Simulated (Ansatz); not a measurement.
Effect of biaxial strain +4.75 %, plane normal [001], relaxed out of plane on TiS2

The reference is TiS₂ in the CdI2 type structure (space group P-3m1, No. 164; a = 3.359 Å, c = 5.520 Å; layered, stacked along the Cartesian z axis; relaxed with 0.1 eV smearing). Axes: x lies along a and z along c of the hexagonal cell.

The change: biaxial strain +4.75 %, plane normal [001], relaxed out of plane (Cartesian); in-plane vectors clamped, the third vector and the atoms free.

Level of theory: PBE-D3(BJ) (Ansatz, a program for electronic structure, PAW, no spin-orbit coupling). Settings: 20×20×11 k-points, 0.1 eV Fermi–Dirac smearing.

```tsv
quantity	base	changed	shift
volume per atom	17.98 Å³	19.33 Å³	+1.35 Å³
space group	P-3m1 (No. 164)	P-3m1 (No. 164)	–
shortest interatomic distance	4.553 bohr	4.622 bohr	+0.069 bohr
pressure (mean of the normal stresses, compression positive)	0.0 GPa	-4.6 GPa	-4.6 GPa
band gap	zero	zero	–
out-of-plane strain	–	-2.04 %	–
ratio −ε⊥/ε∥	–	0.43	–
mean in-plane stress (compression positive)	–	-6.9 GPa	–
```

Final structure (turned so that z lies along the plane normal):

```
CELL_PARAMETERS angstrom
      3.51900     0.00000     0.00000
      1.75950     3.04754     0.00000
      0.00000     0.00000     5.40760
ATOMIC_POSITIONS crystal
  Ti 0.00000 0.00000 0.00000
  S  0.33333 0.33333 0.25182
  S  0.66667 0.66667 0.74818
```

Stability against distortions was not tested. All final runs are without spin polarisation. A zero or small gap of TiS2 can be the functional's error rather than a property of the material.
